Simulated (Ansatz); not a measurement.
**Evanescent states of WSe₂ (P6_3/mmc, 6 atoms a cell, 19.8 Å³ an atom, 2 GPa at this level) along the normal of (110)**

Method: r2SCAN (plane waves, PAW; Ansatz, an electronic-structure program).

No gap correction and no spin-orbit coupling; mid-gap values are interpolated between computed energies.

Energies count from the valence-band top; κ is the least over a 6×4 mesh across the current.

```csv
E (eV),κ (1/Å),where
0.04,0.079,Γ
0.10,0.137,Γ
0.17,0.170,Γ
0.24,0.178,Γ
0.32,0.183,Γ
0.39,0.187,Γ
0.46,0.190,Γ
0.53,0.191,Γ
0.59,0.191,Γ
0.67,0.179,Γ
0.73,0.161,Γ
0.81,0.139,Γ
0.88,0.111,Γ
0.94,0.070,Γ
```

**Question.** How thick must the barrier be to attenuate the transmission by 10^8 when the electrodes' Fermi level lies at 0.17 eV, and what attenuation does that film give at 0.59 eV?

**Answer.** d = 8 ln 10 / (2 × 0.170) = 54.2 Å. At 0.59 eV it gives 8 × 0.191/0.170 = 9.0 decades.
